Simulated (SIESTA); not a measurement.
Band structure of Mn2SeS (R-3m, 4 atoms in the cell).

```yaml
crystal:
  lattice:
    - [1.72148, 0.99390, 5.50942]
    - [-1.72148, 0.99390, 5.50942]
    - [0.00000, -1.98779, 5.50942]
  atoms:
    - { symbol: Mn, position: [0.22189, 0.22189, 0.22189], spin: 4.0 }
    - { symbol: Mn, position: [0.77811, 0.77811, 0.77811], spin: 4.0 }
    - { symbol: Se, position: [0.00000, 0.00000, 0.00000] }
    - { symbol: S, position: [0.50000, 0.50000, 0.50000] }
```
(The spins are starting values, not results.)

Level of theory: GGA PBEsol, numerical atomic orbitals DZP, PseudoDojo PBEsol standard norm-conserving potentials (rewritten from UPF to PSML) (SIESTA).

Settings: XC.functional = GGA; XC.authors = PBEsol; potentials = PseudoDojo PBEsol standard; PAO.BasisSize = DZP; PAO.EnergyShift = 0.01 Ry; MeshCutoff = 300 Ry; kgrid.MonkhorstPack = 6 6 6; OccupationFunction = FD; ElectronicTemperature = 100 meV; Spin = polarized; DM.InitSpin = [1 +4.00, 2 +4.00, 3 +0.00, 4 +0.00]; MaxSCFIterations = 150; SCF.Mixer.Method = Broyden; SCF.Mixer.Weight = 0.1.

The starting cell comes from a database of computed structures (which also holds hypothetical and non-ambient phases and stackings), without a prior relaxation at this level. The magnetic order is the one reached from the typed start; others were not searched systematically. Values carry the incompleteness of an atom-centred basis.

Levels in eV from the Fermi level, bands 25 to 30 of the first spin channel:
| point | 25 | 26 | 27 | 28 | 29 | 30 |
|---|---|---|---|---|---|---|
| Γ | -1.05 | -1.05 | -0.06 | -0.06 | 0.49 | 3.02 |
| L | -1.50 | -1.41 | -1.03 | 0.23 | 0.40 | 0.51 |
| B1 | -1.58 | -1.29 | -0.91 | -0.24 | -0.22 | 0.57 |
| B | -1.58 | -1.29 | -0.91 | -0.24 | -0.22 | 0.57 |
| Z | -0.99 | -0.99 | -0.45 | 0.73 | 0.73 | 2.44 |
| X | -1.53 | -1.34 | -0.80 | -0.52 | -0.09 | 0.52 |
| Q | -1.53 | -1.34 | -0.80 | -0.52 | -0.09 | 0.52 |
| F | -1.67 | -1.38 | -1.11 | -0.89 | 0.43 | 1.72 |
| P1 | -1.64 | -1.52 | -0.96 | -0.67 | 0.36 | 1.42 |
| P | -1.64 | -1.52 | -0.96 | -0.67 | 0.36 | 1.42 |

Bands cross the Fermi level along this path, so the cell is metallic at this level.

Higher empty bands are left out: an atom-centred basis made for the valence describes them poorly.

The net moment of the cell came out as 3.74 μB.
